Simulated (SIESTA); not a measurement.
Band structure of PtSe2 (P-3m1, 3 atoms in the cell).

```
PtSe2
1.0
    1.81875    -3.15016     0.00000
    1.81875     3.15016     0.00000
    0.00000     0.00000     4.95402
Pt Se
1 2
Direct
  0.00000   0.00000   0.00000
  0.33333   0.66667   0.25500
  0.66667   0.33333   0.74500
```

Computed with GGA PBE, numerical atomic orbitals TZP, PseudoDojo PBE standard norm-conserving potentials (rewritten from UPF to PSML) run with SIESTA.

Settings: XC.functional = GGA; XC.authors = PBE; potentials = PseudoDojo PBE standard; PAO.BasisSize = TZP; PAO.EnergyShift = 0.01 Ry; MeshCutoff = 400 Ry; kgrid.MonkhorstPack = 8 8 5; OccupationFunction = FD; ElectronicTemperature = 0.02 eV; MaxSCFIterations = 150; SCF.Mixer.Method = Pulay; SCF.Mixer.Weight = 0.25; SCF.Mixer.History = 6; SCF.DM.Tolerance = 1.0E-05.

The starting cell has typed, rounded lattice constants, without a prior relaxation at this level. Its lattice was rescaled by a random factor within 2.5 % of one. Spin-orbit coupling is off. Spin polarisation is off. Values carry the incompleteness of an atom-centred basis.

Levels in eV from the Fermi level, bands 22 to 27:
| point | 22 | 23 | 24 | 25 | 26 | 27 |
|---|---|---|---|---|---|---|
| Γ | -2.87 | -1.18 | -1.18 | 0.45 | 1.39 | 1.39 |
| M | -3.99 | -3.97 | -3.83 | -3.18 | 0.57 | 2.41 |
| K | -4.22 | -3.03 | -2.04 | -2.04 | -0.10 | -0.10 |
| A | -3.39 | -1.75 | -1.75 | -1.72 | 2.34 | 2.34 |
| L | -3.97 | -3.58 | -3.10 | -1.48 | 0.86 | 1.55 |
| H | -4.78 | -4.13 | -2.90 | -2.90 | 2.09 | 2.09 |

Bands cross the Fermi level along this path, so the cell is metallic at this level.

Higher empty bands are left out: an atom-centred basis made for the valence describes them poorly.
